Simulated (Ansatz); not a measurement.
Worked calculations on one periodic cell of amorphous Hf27O45N6: Hf27O45N6, 78 atoms, volume 975.9 Å³, made by a melt-quench on the CHGNet potential and relaxed with DFT. O and N atoms were pushed apart under 1.9 Å during the dynamics, to hinder bonds among them. It is a model cell: composition and starting density were chosen by hand, and all elements were melted together. Cycles of charging were run to anneal it. All values below come from PBE, scalar-relativistic without spin-orbit coupling (plane waves to 420 eV, PAW; Ansatz, a first-principles code). Sampling: a 2×2×2 Γ-centred mesh; Fermi-Dirac width 0.02 eV; no spin polarisation. Its volume was relaxed, its shape was free, and it stands at a mean pressure of 0.4 GPa with stress components up to 0.9 GPa; the relaxation ran on the zone centre alone. Its density went from a set 9.29 to 9.57 g/cm³. The cell is small and was quenched far faster than a real film, so it is one sample of the glass.

Problem. Count formal charges (Hf +4, O -2, N -3). What does the count lead one to expect at the Fermi level, and what does the calculation give?

Solution. 27 × (+4) + 45 × (-2) + 6 × (-3) = 0. The charges balance, so the anion-derived valence states can be full and a gap can open. On this mesh the highest filled and lowest empty level lie 2.89 eV apart, the PBE gap of this cell, with a localised state at one edge or both.

Four energies for an added electron at PBE on the zone centre alone (charged cells in a uniform background, spin-polarised): neutral at the neutral geometry -452441.022 eV; charged at the neutral geometry -452424.257 eV; charged and relaxed -452424.626 eV; neutral at the charged geometry -452440.495 eV.

Problem. Find the two relaxation energies and their sum, the reorganisation energy.

Solution. On charging: -452424.257 − (-452424.626) = 0.369 eV. On discharging: -452440.495 − (-452441.022) = 0.527 eV. The sum is 0.896 eV. The carrier's level spreads over 10 of the 78 atoms' worth, so it counts as partly localised, most on one Hf atom with neighbours O 2.00 Å, O 2.05 Å, N 2.14 Å, O 2.22 Å, O 2.24 Å, N 2.39 Å, N 2.74 Å (neutral geometry). The values are uncorrected: the image energy of a point charge in this cell, 2.84 × 14.40 / (2 × 9.9) = 2.1 eV before screening, is screened by electrons alone at the fixed geometry and by ions too after relaxing, and the carrier can be spread before it relaxes, so each term can be off by up to that value times 1/ε∞, some tenths of an eV. PBE's self-interaction favours spread-out carriers, so a hybrid can localise more.

Four energies for a hole at PBE on the zone centre alone (charged cells in a uniform background, spin-polarised): neutral at the neutral geometry -452441.022 eV; charged at the neutral geometry -452454.628 eV; charged and relaxed -452455.063 eV; neutral at the charged geometry -452440.298 eV.

Problem. Find the two relaxation energies and their sum, the reorganisation energy.

Solution. On charging: -452454.628 − (-452455.063) = 0.435 eV. On discharging: -452440.298 − (-452441.022) = 0.724 eV. The sum is 1.159 eV. The carrier's level spreads over 4 of the 78 atoms' worth, so it counts as localised, most on one N atom with neighbours Hf 2.06 Å, Hf 2.14 Å, Hf 2.16 Å, Hf 2.28 Å (neutral geometry). The values are uncorrected: the image energy of a point charge in this cell, 2.84 × 14.40 / (2 × 9.9) = 2.1 eV before screening, is screened by electrons alone at the fixed geometry and by ions too after relaxing, and the carrier can be spread before it relaxes, so each term can be off by up to that value times 1/ε∞, some tenths of an eV. PBE's self-interaction favours spread-out carriers, so a hybrid can localise more.
